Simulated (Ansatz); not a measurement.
The starting structures come from a database of crystals and need not be the phases stable at ambient conditions.

Given:

```
CdCsYSe3
1.0
    4.30836     0.00000     0.00000
    0.00000    11.22843     0.00000
    2.15418     0.00000     8.19078
Cs Y Cd Se
2 2 2 6
Direct
  0.74418   0.75000   0.51164
  0.25582   0.25000   0.48836
  0.00000   0.00000   0.00000
  0.00000   0.50000   0.00000
  0.46057   0.75000   0.07886
  0.53943   0.25000   0.92114
  0.06043   0.75000   0.87914
  0.93957   0.25000   0.12086
  0.61684   0.04533   0.76632
  0.38316   0.95467   0.23368
  0.38316   0.54533   0.23368
  0.61684   0.45467   0.76632
```

Space group of this cell: Cmcm. The cell is taken as given; by r2SCAN its mean pressure is -1.1 GPa.

Transport runs along the normal of the first two printed cell vectors.

The gap is the functional's own, uncorrected, and κ follows it; spin-orbit coupling is left out. Mid-gap values are interpolated between the computed energies.

**Question.** State the band gap and the smallest decay constant κ at mid-gap according to r2SCAN in Ansatz (a program for electronic structure).

**Answer.** Gap 2.61 eV on a 8×4×8 mesh; κ = 0.225 1/Å, at the zone centre.
